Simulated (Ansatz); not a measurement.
For GeRh (model structure, from the CsCl type, Pm-3m, No. 221), PBEsol (Ansatz, a first-principles code, PAW) gives:

| Property | Result |
|---|---|
| lattice constant a | 3.037 Å |
| enthalpy of formation | -0.350 eV/atom |

**Question.** What does r²SCAN in Ansatz (plane waves, PAW) give for the same quantities?

**Answer.** 
- lattice constant a: 3.048 Å (increases by 0.4 %)
- formation enthalpy: -0.244 eV/atom (moves by +0.106 eV/atom)

Changes are worked out from the printed values.

Unless a cell is named, each level is at its own relaxed cell (PBEsol 14.00, r²SCAN 14.17 Å³/atom).

Ansatz's density-functional and Hartree–Fock values are scalar-relativistic unless marked +SOC, with PAW data made under PBE.

A model structure was made by putting elements into a prototype or built by hand; it is no filed structure, need not be a known phase, and can be a saddle point held by its symmetry.
